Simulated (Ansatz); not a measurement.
Hf: stress against strain

Hf (hcp, P6_3/mmc, 21.613 Å³/atom at rest, c along z) under an equal strain ε in the (0001) plane with the normal axis free, as in a coherent film. PBEsol in Ansatz, a plane-wave DFT program (PAW, default set), 420 eV, 21×21×12 Γ-centred mesh, Fermi-Dirac smearing 0.10 eV; ions are relaxed within the symmetry of each cell. Stress is positive for a compressed cell.

Here s stands for strain and y for stress xx.

| strain (%) | stress xx (GPa) |
|---|---|
| -1.50 | 3.26 |
| -1.00 | 2.15 |
| -0.50 | 1.07 |
| 0.00 | 0.01 |
| 0.50 | -1.03 |
| 1.00 | -2.03 |
| 1.50 | -3.01 |
| 3.00 | ? |

Fit y of the 7 rows that show it with a straight line. Means: s 0, y 0.060. About the means, the sum of products is -14.635 and the sum of squares of s is 7.0000; the slope is their ratio. Least squares gives y = 0.060 - 2.0907·s. Residuals (row less fit): 0.064, -0.001, -0.035, -0.050, -0.045, 0.001, 0.066; standard error 0.053 (degrees of freedom: 5). The slope gives the biaxial elastic modulus of this plane = 209 ± 2 GPa.

### Question
Predict the withheld y at s = 3.00 from the fit, and compare with the calculation.

### Answer
y = 0.060 - 2.0907 × 3.0 = -6.212 GPa. The calculation gives -5.73 GPa, 0.482 GPa above the prediction (5.4 % of the range of y in the table). The row lies outside the fitted rows, so this is an extrapolation. From the scatter of the fitted rows alone, a prediction at this place has a standard error of 0.083 GPa, so the miss is 5.8 times that.

One order more, fitted to all 13 runs of the series, follows each within 0.03, so the miss is the next term of a smooth law. In a metal these values are sensitive to mesh and smearing; energies are taken to zero smearing, stresses follow the free energy. Rows are the converged runs of the series near zero and its far end; series whose fitted rows scatter by over a few per cent of the range, as at a crossing or softening among them, aren't shown in this form. Most that stay on the fit to the last digits aren't either.
